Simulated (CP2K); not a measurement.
Band structure of Ge (Fd-3m, 2 atoms in the cell).

```
CELL_PARAMETERS angstrom
      4.03680     0.00000     0.00000
      2.01840     3.49597     0.00000
      2.01840     1.16532     3.29603
ATOMIC_POSITIONS crystal
  Ge 0.50000 0.50000 0.50000
  Ge 0.75000 0.75000 0.75000
```

Computed with PBE, GPW, DZVP-MOLOPT-SR-GTH basis, GTH-PBE potentials (GTH_POTENTIALS) in CP2K.

Settings: CUTOFF = 400 Ry; REL_CUTOFF = 40 Ry; SMEAR/METHOD = FERMI_DIRAC; ELECTRONIC_TEMPERATURE = 580.23 K; KPOINTS/SCHEME = MONKHORST-PACK 13 13 13; XC_FUNCTIONAL = PBE; Ge/BASIS_SET = DZVP-MOLOPT-SR-GTH; Ge/POTENTIAL = GTH-PBE-q4; METHOD = GPW; EPS_DEFAULT = 1e-10; EXTRAPOLATION = USE_GUESS; NGRIDS = 5; SCF_GUESS = ATOMIC; EPS_SCF = 1e-06.

The starting cell comes from a database of computed structures (which also holds hypothetical and non-ambient phases and stackings), without a prior relaxation at this level. Its lattice was rescaled by a random factor within 2.5 % of one. Values carry the incompleteness of an atom-centred basis.

Levels in eV from the Fermi level, bands 1 to 6:
| point | 1 | 2 | 3 | 4 | 5 | 6 |
|---|---|---|---|---|---|---|
| Γ | -12.50 | -0.22 | -0.02 | -0.02 | -0.02 | 2.52 |
| X | -8.79 | -8.79 | -3.00 | -3.00 | 0.73 | 0.73 |
| W | -8.70 | -8.70 | -3.83 | -3.83 | 4.30 | 4.30 |
| K | -9.24 | -8.21 | -4.25 | -2.58 | 1.13 | 4.14 |
| L | -10.52 | -7.50 | -1.38 | -1.38 | 0.07 | 3.78 |
| U | -9.24 | -8.21 | -4.25 | -2.58 | 1.13 | 4.14 |

No band crosses the Fermi level by more than 0.03 eV along this path.

Higher empty bands are left out: an atom-centred basis made for the valence describes them poorly.
